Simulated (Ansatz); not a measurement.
## A short convergence ladder for Se (C2, 3 atoms in the cell)

```yaml
crystal:
  lattice:
    - [2.19156, -3.79589, 0.00000]
    - [2.19156, 3.79589, 0.00000]
    - [0.00000, 0.00000, 4.96485]
  atoms:
    - { symbol: Se, position: [0.00000, 0.22500, 0.66667] }
    - { symbol: Se, position: [0.78641, 0.78641, 0.00000] }
    - { symbol: Se, position: [0.22500, 0.00000, 0.33333] }
```

Base method: LDA (PW92), default PAW files made with PBE (plane waves; Ansatz, a program for electronic structure).

Base settings: basis.ecutwfc = 420 eV; kpoints.mp_grid.grid = 7 7 5; hamiltonian.xc = lda; hamiltonian.pseudopotentials = {kind: paw} (the program's default PAW files); scf.occupations.method = fermi_dirac; scf.occupations.width = 0.01 eV.

**The width of Fermi-Dirac smearing**

The mesh stays at the base's, so the ladder's end is converged at best in this setting alone.

Only quantities that move along the ladder and can be compared are tabulated.

```tsv
scf.occupations.width	free energy less the last step's (meV/atom)	pressure (GPa)	largest difference of a force vector from the last step's (eV/Å)
1 eV	-663.23	4.93	1.198
0.5 eV	-87.42	0.45	0.251
0.2 eV	-1.71	-0.64	0.010
0.1 eV	-0.02	-0.67	0.000
0.02 eV	0.00	-0.67	0.000
```

Widest scf.occupations.width that holds the pressure within 0.1 GPa of the last step, with all finer ones: 0.2 eV; the step before is off by 1.1 GPa.

Widest scf.occupations.width that holds the free energy within 1 meV/atom of the last step, with all finer ones: 0.1 eV; the step before is off by 1.7 meV/atom.

Widest scf.occupations.width that holds the forces within 0.02 eV/Å of the last step, with all finer ones: 0.2 eV; the step before is off by 0.25 eV/Å.

On the base run: the starting cell has typed, rounded lattice constants, without a prior relaxation at this level. Its lattice was rescaled by up to half a per cent. One atom was moved a little off its site on purpose. Ansatz's pressure includes its estimate of the finite-basis (Pulay) stress.

Keys are those of Ansatz 0.2.
